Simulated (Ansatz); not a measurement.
The reference is HgS in the zinc blende structure (space group F-43m, No. 216).

```
HgS
1.0
    0.00000     2.90597     2.90597
    2.90597     0.00000     2.90597
    2.90597     2.90597     0.00000
Hg S
1 1
Direct
  0.00000   0.00000   0.00000
  0.25000   0.25000   0.25000
```

Cartesian axes are those of the cell as printed.

The values are results of Ansatz (an electronic-structure program) LDA, scalar-relativistic without spin-orbit coupling, not measurements.

For the base:

The volume per atom is 24.54 Å³.

Now apply this change: biaxial strain −0.50 %, plane normal [001], relaxed out of plane (Cartesian); in-plane vectors clamped, the third vector and the atoms free.

Question: What happens to the volume per atom?

Answer: The volume per atom decreases by 0.05 Å³ (24.54 Å³ → 24.49 Å³).

Question: Predict the new energy relative to the base.

Answer: The energy hardly moves.

No phonon test of stability was made. All final runs are without spin polarisation.
